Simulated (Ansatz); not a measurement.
Base system: Zr in the hcp (Mg type) structure (space group P6_3/mmc, No. 194; relaxed with 0.1 eV smearing).

```xyz
2
Lattice="3.1825 0.0000 0.0000 -1.5912 2.7561 0.0000 0.0000 0.0000 5.1235" Properties=species:S:1:pos:R:3 pbc="T T T"
Zr     1.5912     0.9187     3.8426
Zr     0.0000     1.8374     1.2809
```

Cartesian axes are those of the cell as printed.

Calculations: PBEsol (Ansatz, a first-principles code; PAW; 420 eV plane waves; without spin-orbit coupling).

Perturbation: uniaxial strain ε_xx = −1.50 %, all other strain components held at zero, atoms relaxed at fixed cell.

**Question.** Predict the stress tensor and what it implies for the stiffness.

**Answer.** Stress of the strained cell less that of the base (GPa, compression positive):
```
    2.0     0.0     0.0
    0.0     1.2     0.0
    0.0     0.0     1.1
```

Then −Δσ_ii/ε with ε = -0.0150 gives secant stiffness values (nonlinear terms included at this strain): C11 ≈ 136 GPa, C12 ≈ 81 GPa and C13 ≈ 73 GPa.

Stability against distortions was not tested. All final runs are without spin polarisation.
